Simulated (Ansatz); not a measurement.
## NiO₂ (R-3m, No. 166, 3 atoms in the cell; start mp-35925)

Calculation: r²SCAN+rVV10 (Ansatz, a first-principles code, PAW).

Numerical settings: plane-wave cutoff 560 eV, 14×14×14 k mesh, Fermi–Dirac smearing 0.01 eV, no spin polarisation, scalar-relativistic PAW data made under PBE.

Cell (relaxed at this level):

```xyz
3
Lattice="1.3833 0.7986 4.7963 -1.3833 0.7986 4.7963 0.0000 -1.5973 4.7963" Properties=species:S:1:pos:R:3 pbc="T T T"
Ni     0.0000     0.0000     0.0000
O      0.0000     0.0000     8.6499
O      0.0000     0.0000     5.7392
```

* **band gap**: 1.47 eV (indirect)
* **smallest direct gap on the k points sampled**: 1.75 eV
* **direct gap at Γ**: 3.33 eV

The result took roughly 19 core-seconds.

A start named mp-… is a Materials Project structure, which need not be a measured phase.
